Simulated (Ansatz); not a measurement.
GaP: response to strain

Take GaP in the zinc blende structure (space group F-43m, No. 216; a = 5.451 Å) as the base. Axes: x, y, z lie along the cube axes.

Strains are applied to the cell and any free atomic positions relax; under biaxial strain the out-of-plane vector relaxes too.

Calculations: Kohn–Sham DFT with the r2SCAN functional, run in Ansatz (an electronic-structure program) with PAW and 500 eV plane waves, scalar-relativistic without spin-orbit coupling.

Notes on the quantities. energy relative to the base: free energy F.

```json
[
 {"change": "base", "smallest direct gap": "2.36 eV", "band gap": "1.85 eV", "energy relative to the base": "0 meV/atom", "electron mass": "1.1 mₑ along k, 0.23 mₑ across (off the special points)"},
 {"change": "biaxial strain +0.50 %, plane normal [001], relaxed out of plane", "smallest direct gap": "2.27 eV", "band gap": "1.76 eV", "energy relative to the base": "+0.5 meV/atom", "electron mass": "1.0 mₑ along k, 0.23 mₑ across (off the special points)"},
 {"change": "biaxial strain +1.00 %, plane normal [001], relaxed out of plane", "smallest direct gap": "2.19 eV", "band gap": "1.68 eV", "energy relative to the base": "+1.9 meV/atom", "electron mass": "0.96 mₑ along k, 0.23 mₑ across (off the special points)"},
 {"change": "biaxial strain +1.50 %, plane normal [001], relaxed out of plane", "smallest direct gap": "2.10 eV", "band gap": "1.60 eV", "energy relative to the base": "+4.2 meV/atom", "electron mass": "0.93 mₑ along k, 0.23 mₑ across (off the special points)"},
 {"change": "biaxial strain +2.00 %, plane normal [001], relaxed out of plane", "smallest direct gap": "2.02 eV", "band gap": "1.52 eV", "energy relative to the base": "+7.3 meV/atom", "electron mass": "0.90 mₑ along k, 0.23 mₑ across (off the special points)"},
 {"change": "biaxial strain +2.50 %, plane normal [001], relaxed out of plane", "smallest direct gap": "1.94 eV", "band gap": "[?]", "energy relative to the base": "+11 meV/atom", "electron mass": "0.90 mₑ along k, 0.23 mₑ across (off the special points)"},
 {"change": "biaxial strain +3.00 %, plane normal [001], relaxed out of plane", "smallest direct gap": "1.85 eV", "band gap": "[?]", "energy relative to the base": "+16 meV/atom", "electron mass": "0.88 mₑ along k, 0.23 mₑ across (off the special points)"}
]
```

Q: Fill in the withheld entries from the trend.

A: 
- biaxial strain +2.50 %, plane normal [001], relaxed out of plane, band gap: 1.45 eV
- biaxial strain +3.00 %, plane normal [001], relaxed out of plane, band gap: 1.37 eV

Masses are band curvatures over ±0.01 Å⁻¹ around the edge. Along k means along the line from Γ to the band edge. Stability against distortions was not tested. k-point labels follow each cell's own Brillouin zone.
